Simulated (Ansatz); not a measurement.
Consider a periodic stack without vacuum, cubic BaZrO3 (0 0 1) on zinc-blende InAs (0 0 1) (film strained to the substrate, faces as cut): substrate slab As5In6, film Ba3O7Zr2, surface cells [[1, 0], [1, 1]] and [[0, 1], [-1, 0]], film strained by +3.5 and +3.5 %, faces In/In and BaO/BaO as cut (like faces can put a slab off its formula). Its start:

```yaml
crystal:
  lattice:
    - [4.37394, 0.00000, 0.08162]
    - [0.00000, 4.37394, -0.12268]
    - [0.50616, -0.04395, 27.67265]
  atoms:
    - { symbol: As, position: [0.10439, 0.49989, 0.08039] }
    - { symbol: As, position: [0.99959, 0.45273, 0.30989] }
    - { symbol: As, position: [0.52332, 0.94007, 0.19647] }
    - { symbol: As, position: [0.99131, 0.59904, 0.54111] }
    - { symbol: As, position: [0.48316, 0.98020, 0.42335] }
    - { symbol: In, position: [0.03415, 0.02591, 0.14315] }
    - { symbol: In, position: [0.61103, 0.19863, 0.04383] }
    - { symbol: In, position: [0.99188, 0.96317, 0.36649] }
    - { symbol: In, position: [0.51186, 0.44274, 0.25343] }
    - { symbol: In, position: [0.69923, 0.11133, 0.58054] }
    - { symbol: In, position: [0.51514, 0.49117, 0.47914] }
    - { symbol: Ba, position: [0.20347, 0.63376, 0.66398] }
    - { symbol: O, position: [0.70858, 0.15184, 0.66129] }
    - { symbol: Ba, position: [0.16887, 0.66908, 0.81227] }
    - { symbol: Zr, position: [0.68865, 0.15310, 0.73634] }
    - { symbol: O, position: [0.18918, 0.15924, 0.73709] }
    - { symbol: O, position: [0.68923, 0.66342, 0.73721] }
    - { symbol: O, position: [0.67103, 0.18329, 0.81224] }
    - { symbol: Ba, position: [0.13153, 0.69916, 0.95987] }
    - { symbol: Zr, position: [0.64969, 0.18682, 0.88808] }
    - { symbol: O, position: [0.15106, 0.19288, 0.88719] }
    - { symbol: O, position: [0.64987, 0.69571, 0.88729] }
    - { symbol: O, position: [0.63381, 0.21289, 0.96302] }
```

The start was prepared with a machine-learned potential, and the result is one local minimum, with the in-plane cell held and forces under 0.04 eV/Å; the film can end far from its bulk form.

Computed with PBE (plane waves to 420 eV, PAW; Ansatz, a program for electronic structure). Scalar-relativistic, without spin–orbit coupling; PBE gaps are too small against experiment. Its k-point mesh 5×5×1, Fermi–Dirac width 0.05 eV.

Problem. Predict the relaxed interface.

Solution. 
* **interface area**: 19.1 Å²
* **period**: 27.38 Å
* **gaps between the outermost planes at the two interfaces**: 2.24 and 2.24 Å
* **Ba–In contacts across the interfaces within 1.22 times the sum of covalent radii**: 8, mean 3.88 Å
* **As–Ba contacts across the interfaces within 1.22 times the sum of covalent radii**: 2, mean 3.48 Å
* **In–O contacts across the interfaces within 1.22 times the sum of covalent radii**: 2, mean 2.32 Å
* **spin-polarised check at this geometry**: falls back to no moment
